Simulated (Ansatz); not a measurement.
Element substitutions in hypothetical NiAs type SbAs

The reference is SbAs in the NiAs type structure (space group P6_3/mmc, No. 194; a hypothetical phase, not in the database extracts checked).

```yaml
crystal:
  lattice:
    - [3.97500, 0.00000, 0.00000]
    - [-1.98750, 3.44245, 0.00000]
    - [0.00000, 0.00000, 7.34246]
  atoms:
    - { symbol: As, position: [0.00000, 0.00000, 0.00000] }
    - { symbol: As, position: [0.00000, 0.00000, 0.50000] }
    - { symbol: Sb, position: [0.33333, 0.66667, 0.25000] }
    - { symbol: Sb, position: [0.66667, 0.33333, 0.75000] }
```

Each row replaces one element on all its sites; cell and atoms are relaxed.

Level of theory: plane-wave PAW DFT at the PBE level (Ansatz, a quantum-chemistry and plane-wave program, 420 eV), no SOC.

| case | shortest interatomic distance | c/a ratio | density |
|---|---|---|---|
| base | 5.553 bohr | 1.847 | 6.50 g/cm³ |
| Sb → Bi | 5.733 bohr | 1.778 | 8.48 g/cm³ |
| Sb → Te | 5.647 bohr | … | 6.38 g/cm³ |
| As → Bi | 6.086 bohr | … | 8.25 g/cm³ |

Problem. Some entries are withheld; estimate them.

Solution. 
- Sb → Te, c/a ratio: 1.863
- As → Bi, c/a ratio: 1.763

Whether these cells are dynamically stable was not tested. As relaxed here, BiAs, TeAs and BiSb are hypothetical phases, not in the database extracts checked. The final runs are not spin-polarised.
